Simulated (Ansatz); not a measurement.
# HfO2 with two functionals, isotropic strain −1.78 %

Consider HfO$_{2}$ in the fluorite structure (space group Fm-3m, No. 225; a = 5.0981 Å).

(Cell as relaxed with PBE.)

Levels (all Ansatz, a quantum-chemistry and plane-wave program, PAW, earlier PAW set): PBE (420 eV, no SOC); r2SCAN (500 eV, scalar-relativistic without spin-orbit coupling).

Each level relaxes its own structure.

| base | PBE | r2SCAN |
|---|---|---|
| volume per atom | 11.04 Å³ | 10.79 Å³ |
| lattice parameter a | 5.098 Å | 5.059 Å |
| band gap | 3.75 eV | 4.30 eV |

Modification: the cell is scaled by 0.9822 in all directions, atoms relaxed at fixed cell.

| quantity | PBE | r2SCAN |
|---|---|---|
| pressure | 14.85 GPa | 16.33 GPa |
| energy relative to the base (free energy F) | +26 meV/atom | +28 meV/atom |

PBE's pressure lies 1.48 GPa below r2SCAN's; PBE's energy relative to the base lies 1.9 meV/atom below r2SCAN's. Neither level is exact; r2SCAN is the comparison here, not a measurement.

Spin-orbit coupling, missing from the scalar runs, can matter with Hf. Whether these cells are dynamically stable was not tested. This is not the structure that HfO2 has at room temperature and ambient pressure.
